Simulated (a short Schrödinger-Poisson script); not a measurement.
Structure: MOS inversion layer, SiO2 on p-type GaN, at 400 K.

| layer | material | thickness (nm) | Na (cm⁻³) |
|---|---|---|---|
| 1 | SiO2 | 3.6 | - |
| 2 | GaN | 470 | 1.8e18 |

Constants are typed, rounded textbook-type inputs, not results; the design itself was drawn at random and stands for no fabricated device. SiO2: permittivity 3.9, conduction-band edge (eV) 3.2, gap (eV) 9, electron mass (mₑ) 0.5. GaN: permittivity 9.5, conduction-band edge (eV) 0, gap (eV) 3.43, Nv at 300 K (cm⁻³) 4.6e19.

Channel valleys (confinement mass, in-plane density-of-states mass, number): Γ 0.2, 0.2, 1. At the gate the conduction-band edge of layer 1 lies 3.71 eV − eVg above the Fermi level of the channel; the field vanishes at the back. Gaps are held at their typed values at every temperature. Mesh 0.03 nm at interfaces.

From a short Schrödinger-Poisson script (our own, NumPy): 1D Poisson equation in equilibrium, electrons quantum, Hartree (BenDaniel-Duke, 12 states a valley, the channel's in-plane mass for all, wave functions free to enter the dielectric), parabolic valleys, classical holes, full ionisation, no traps, pinning or gate leakage.

The same stack at other levels of the model or other numerical settings:

```
run                                                                  sheet density of all electrons at Vg = 4.05 V (cm⁻²)  sheet density of all electrons at Vg = 2.25 V (cm⁻²)  capacitance at Vg = 4.05 V (μF/cm²)  centroid of the channel electrons at Vg = 4.05 V (nm)  rough cost against the base
-------------------------------------------------------------------  ----------------------------------------------------  ----------------------------------------------------  -----------------------------------  -----------------------------------------------------  ---------------------------
base                                                                                                              9.41e12                                               5.47e11                                0.833                                                   1.14                      about 1
electrons treated as classical, Boltzmann                                                                         1.20e13                                               1.75e12                                0.934                                                   0.19                         0.05
electrons treated as classical, Fermi-Dirac                                                                       1.01e13                                               1.37e12                                0.828                                                   0.65                          0.3
electrons treated as quantum, Hartree plus LDA exchange-correlation                                               9.76e12                                               6.56e11                                0.842                                                   1.12                            2
mesh six times as coarse                                                                                          9.35e12                                               5.19e11                                0.830                                                   1.16                          0.3
one subband a valley                                                                                              9.41e12                                               5.47e11                                0.833                                                   1.14                          0.6
```

The classical rows ignore confinement, and Boltzmann statistics overrate the density once the band edge passes the Fermi level.

In real p-type GaN the Mg acceptor is only partly ionised, and so wide a gap doesn't supply an inversion layer without source and drain.
